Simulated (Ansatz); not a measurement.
Start from LaLuO$_{3}$ in the cubic perovskite structure (space group Pm-3m, No. 221; a = 4.193 Å; a hypothetical phase, not in the database extracts checked). Axes: x, y, z lie along the cube axes.

All numbers come from Kohn–Sham DFT with the PBEsol functional, run in Ansatz (an electronic-structure program) with PAW and 420 eV plane waves, scalar-relativistic without spin-orbit coupling.

A first run, uniaxial strain ε_yy = −1.04 %, gives secant values C11 ≈ 370 GPa and C12 ≈ 53 GPa from its stress. A second run applies isotropic strain +2.96 %.

Question: What does linear elasticity predict for the bulk modulus −ΔP/(ΔV/V₀) in the second run, and what does the run give?

Answer: Linear elasticity: (C11 + 2 C12)/3 = 160 GPa. The run gives 120 GPa; any difference comes from nonlinear terms at these strains and numerical noise.

No phonon test of stability was made. Many cubic perovskites are stable only at high temperature; tilts and polar distortions were not tested.
